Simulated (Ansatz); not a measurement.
## Ba, element substitutions

The reference is Ba in the bcc (W type) structure (space group Im-3m, No. 229; a = 5.0687 Å).

Each row replaces one element on all its sites; cell and atoms are relaxed.

The values are results of r2SCAN (Ansatz, a quantum-chemistry and plane-wave program; PAW; 500 eV plane waves; no spin-orbit coupling), not measurements.

Candidates:
(a) Ba → Ca
(b) Ba → La
(c) Ba → Sr

For the base:

| Quantity | Value |
|---|---|
| Lattice parameter a | 5.069 Å |

Order them by lattice parameter a, highest first.

(c) Ba → Sr (4.816 Å), (a) Ba → Ca (4.425 Å), (b) Ba → La (4.246 Å)

No phonon test of stability was made. For La in this form, whether it has been made was not checked. The final runs are not spin-polarised. This is not the structure that Ca has at room temperature and ambient pressure. This is not the structure that La has at room temperature and ambient pressure. This is not the structure that Sr has at room temperature and ambient pressure.
